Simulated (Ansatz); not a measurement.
**ZnS (P3m1, No. 156, 20 atoms in the cell; start mp-557308; a measured phase of this formula has another space group)**

The numbers are results of LDA in Ansatz (plane waves, PAW), not measurements.

Settings: plane-wave cutoff 520 eV, 12×12×2 k mesh (along the axes of the cell as run), Fermi–Dirac smearing 0.01 eV, scalar-relativistic PAW data made under PBE.

Cell (relaxed with PBEsol):

```cif
data_S10Zn10
_chemical_formula_sum 'Zn10 S10'
_space_group_name_H-M_alt 'P3m1'
_space_group_IT_number 156
_space_group_name_Hall 'P 3 -2"'
_cell_length_a 3.78632
_cell_length_b 3.78632
_cell_length_c 30.94657
_cell_angle_alpha 90.000
_cell_angle_beta 90.000
_cell_angle_gamma 120.000
loop_
_atom_site_label
_atom_site_type_symbol
_atom_site_symmetry_multiplicity
_atom_site_Wyckoff_symbol
_atom_site_fract_x
_atom_site_fract_y
_atom_site_fract_z
_atom_site_occupancy
Zn1 Zn 1 a 0.00000 0.00000 0.59991 1
Zn2 Zn 1 c 0.66667 0.33333 0.20012 1
Zn3 Zn 1 c 0.66667 0.33333 0.79993 1
Zn4 Zn 1 b 0.33333 0.66667 0.69985 1
Zn5 Zn 1 a 0.00000 0.00000 0.30006 1
Zn6 Zn 1 a 0.00000 0.00000 0.00009 1
Zn7 Zn 1 b 0.33333 0.66667 0.90004 1
Zn8 Zn 1 c 0.66667 0.33333 0.49996 1
Zn9 Zn 1 b 0.33333 0.66667 0.10020 1
Zn10 Zn 1 b 0.33333 0.66667 0.40001 1
S1 S 1 a 0.00000 0.00000 0.07517 1
S2 S 1 a 0.00000 0.00000 0.67485 1
S3 S 1 b 0.33333 0.66667 0.97495 1
S4 S 1 b 0.33333 0.66667 0.47496 1
S5 S 1 c 0.66667 0.33333 0.57491 1
S6 S 1 b 0.33333 0.66667 0.77479 1
S7 S 1 c 0.66667 0.33333 0.27506 1
S8 S 1 b 0.33333 0.66667 0.17512 1
S9 S 1 a 0.00000 0.00000 0.37501 1
S10 S 1 c 0.66667 0.33333 0.87501 1
```

band gap: 1.99 eV (direct)

Note: cell and atoms aren't relaxed at this level (pressure -2.7 GPa).

Computed values are for the static lattice.

Computing time: around 10 core-minutes (rough).

A start named mp-… is a Materials Project structure, which need not be a measured phase.

Ansatz is a quantum-chemistry and plane-wave program.
